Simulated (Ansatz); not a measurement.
BAs under a change: isotropic strain −0.49 %

The reference is BAs in the zinc blende structure (space group F-43m, No. 216; a = 4.7677 Å).

Perturbation: every lattice vector is shortened by 0.49 %; the atoms relax in the strained cell.

Computed with PBEsol (Ansatz, a program for electronic structure; PAW; 420 eV plane waves; no SOC), earlier PAW set. Γ-centred 12×12×12 mesh, Fermi–Dirac width 0.05 eV.

The volume per atom drops by 0.20 Å³ (13.55 Å³ → 13.35 Å³) and the space group remains F-43m (No. 216). The energy increases by 1.3 meV/atom and the pressure goes from zero to 2.13 GPa. The band gap drops by 0.01 eV to 1.07 eV and the gap character stays indirect, Γ → Γ–X (82 % along). The smallest direct gap increases by 0.02 eV, from 3.25 eV to 3.27 eV and the electron mass stays 1.1 mₑ along k, 0.21 mₑ across (off the special points). The hole mass (degenerate bands, along [100]) stays 0.23 mₑ (at Γ).

Final structure:

```
BAs
1.0
    0.00000     2.37218     2.37218
    2.37218     0.00000     2.37218
    2.37218     2.37218     0.00000
As B
1 1
Cartesian
  3.55827   3.55827   3.55827
  0.00000   0.00000   0.00000
```

Cost of the whole job for the changed cell (relaxation, final SCF and bands): about 16 core-seconds (a rough figure).

Effective masses come from finite differences of ±0.01 Å⁻¹. Along k means along the line from Γ to the band edge. No phonon test of stability was made.
